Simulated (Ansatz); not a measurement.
The starting structures come from a database of crystals and need not be the phases stable at ambient conditions.

Tunnelling through a barrier is set by its complex band structure: the current falls as exp(−2κd) with the smallest κ.

Consider the following.

```
SrI2
1.0
    5.01550     0.00000     0.00000
    0.00000     8.50098     0.00000
    0.00000     0.00000    12.53623
Sr I
4 8
Direct
  0.75000   0.86810   0.17018
  0.25000   0.13190   0.82982
  0.25000   0.36810   0.32982
  0.75000   0.63190   0.67018
  0.75000   0.62302   0.39185
  0.25000   0.37698   0.60815
  0.25000   0.12302   0.10815
  0.75000   0.87698   0.89185
  0.75000   0.11944   0.37754
  0.25000   0.88056   0.62246
  0.25000   0.61944   0.12246
  0.75000   0.38056   0.87754
```

Space group of this cell: Pnma. The cell is taken as given.

Transport runs along the normal of the first two printed cell vectors.

The gap is the functional's own, uncorrected, and κ follows it; spin-orbit coupling is left out. Mid-gap values are interpolated between the computed energies.

### Question
Compute, with r2SCAN run with Ansatz (a quantum-chemistry and plane-wave program), the band gap and the smallest decay constant κ at mid-gap.

### Answer
Gap 4.27 eV on a 6×4×4 mesh; κ = 0.306 1/Å, at the zone centre.
